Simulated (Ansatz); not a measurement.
Amorphous cells of 8 compositions: the gap between the highest filled and lowest empty level at the zone centre, by PBE and by a single point of r2SCAN on the same geometry (PBE, scalar-relativistic without spin-orbit coupling (plane waves to 420 eV, PAW; Ansatz, an electronic-structure program); r2SCAN at 500 eV). The networks come from melt-quench runs on the CHGNet potential at compositions and starting densities chosen by hand, with anions pushed apart in the CHGNet dynamics, and DFT then relaxed them. The cells are small and were quenched far faster than real films, so single cells scatter. Defect or tail levels can set these gaps. The rows are the first to finish with both values and no moments.

| cell | PBE gap x (eV) | r2SCAN gap y (eV) |
|---|---|---|
| A (Ga24O38Zr, 5.02 g/cm3) | 1.59 | 2.12 |
| B (Al28O44Ti, 3.09 g/cm3) | 2.58 | 2.95 |
| C (Ti20O41Ba, 3.74 g/cm3) | 2.70 | 3.03 |
| D (Zr20O41Mg, 5.24 g/cm3) | 3.31 | 3.75 |
| E (Zr20O41Na2, 5.16 g/cm3) | 3.42 | withheld |
| F (Zr20O41Sr, 5.30 g/cm3) | 3.61 | 4.07 |
| G (Hf18O37Ca, 8.78 g/cm3) | 3.93 | 4.41 |
| H (Hf18O41P2, 8.49 g/cm3) | 4.08 | 4.56 |

Q: Fit a straight line through the 7 full rows and predict the withheld value for E (Zr20O41Na2, 5.16 g/cm3).

A: Means: x = 3.114, y = 3.556. Slope = Σ(Δx Δy) / Σ(Δx²) = 4.69 / 4.663 = 1.01; the r.m.s. residual is 0.064. Prediction: 3.556 + 1.01 × (3.42 − 3.114) = 3.86. The run gave 3.84, 0.02 below the line.
